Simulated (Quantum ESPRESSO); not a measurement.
Input and output of a self-consistent single point for SiO2 (P3_221, 9 atoms in the cell) (Quantum ESPRESSO).

Method of the run: Wu-Cohen GGA, GBRV 1.5 ultrasoft (PBE) pseudopotentials (plane waves; Quantum ESPRESSO).

```
CELL_PARAMETERS angstrom
      4.85314     0.00000     0.00000
     -2.42657     4.20294     0.00000
      0.00000     0.00000     5.36156
ATOMIC_POSITIONS crystal
  Si 0.00000 0.46880 0.33333
  Si 0.53120 0.53120 0.00000
  Si 0.46880 0.00000 0.66667
  O  0.14454 0.73144 0.54782
  O  0.26856 0.41310 0.21449
  O  0.58690 0.85546 0.88115
  O  0.73144 0.14454 0.45218
  O  0.41310 0.26856 0.78551
  O  0.85546 0.58690 0.11885
```

Reference input (self-consistent single point, DFT, PBE, plane waves, GBRV 1.5 ultrasoft (PBE) pseudopotentials): ecutwfc = 40 Ry; ecutrho = 200 Ry; occupations = fixed; potentials = {Si: si_pbe_v1.uspp.F.UPF, O: o_pbe_v1.2.uspp.F.UPF}; K_POINTS = automatic 4 4 3 0 0 0; nbnd = 32; conv_thr = 1e-11 Ry; mixing_beta = 0.7. This run's input differs from it in these lines:

```diff
@@ -16,2 +16,3 @@
     nbnd = 32,
+    input_dft = 'wc',
 /
```

Output, abridged:

```
     Self-consistent Calculation

     iteration #  1     ecut=    40.00 Ry     beta= 0.70

     total energy              =    -222.25568477 Ry
     estimated scf accuracy    <       2.20474887 Ry

     iteration #  2     ecut=    40.00 Ry     beta= 0.70

     total energy              =    -222.94033163 Ry
     estimated scf accuracy    <       1.28906715 Ry

     iteration #  3     ecut=    40.00 Ry     beta= 0.70

     total energy              =    -223.15320926 Ry
     estimated scf accuracy    <       0.01120128 Ry

   [... 8 blocks of this kind left out ...]

     iteration # 12     ecut=    40.00 Ry     beta= 0.70

     total energy              =    -223.15897276 Ry
     estimated scf accuracy    <          2.8E-11 Ry

     iteration # 13     ecut=    40.00 Ry     beta= 0.70
     End of self-consistent calculation

     highest occupied, lowest unoccupied level (ev):     2.7178    8.8838

!    total energy              =    -223.15897276 Ry
     estimated scf accuracy    <          4.9E-12 Ry

     convergence has been achieved in  13 iterations

     Forces acting on atoms (cartesian axes, Ry/au):

     atom    1 type  1   force =    -0.00082421    0.00142757    0.00000000
     atom    2 type  1   force =    -0.00082421   -0.00142757    0.00000000
     atom    3 type  1   force =     0.00164841    0.00000000    0.00000000
     atom    4 type  2   force =    -0.02457097   -0.00126787    0.01412309
     atom    5 type  2   force =     0.01338349   -0.02064515    0.01412309
     atom    6 type  2   force =     0.01118748    0.02191302    0.01412309
   [... lines left out ...]

     Total force =     0.069548     Total SCF correction =     0.000003

          total   stress  (Ry/bohr**3)                   (kbar)     P=      125.05
   0.00085270   0.00000000   0.00000000          125.44        0.00        0.00
   0.00000000   0.00085270   0.00000000            0.00      125.44        0.00
   0.00000000   0.00000000   0.00084474            0.00        0.00      124.27

   JOB DONE.
```

The run converged in 13 iterations. Against the reference run the pressure goes from 14.51 to 12.50 GPa, the largest force goes from 0.773 to 0.729 eV/Å and the gap on the mesh goes from 6.285 to 6.166 eV.

The starting cell comes from a database of computed structures (which also holds hypothetical and non-ambient phases and stackings), without a prior relaxation at this level. Its lattice was rescaled by a random factor within 2.5 % of one. With a pressure of about 13 GPa the cell is away from its equilibrium volume at this level.

Cost on one core of a shared machine: roughly 30 s.
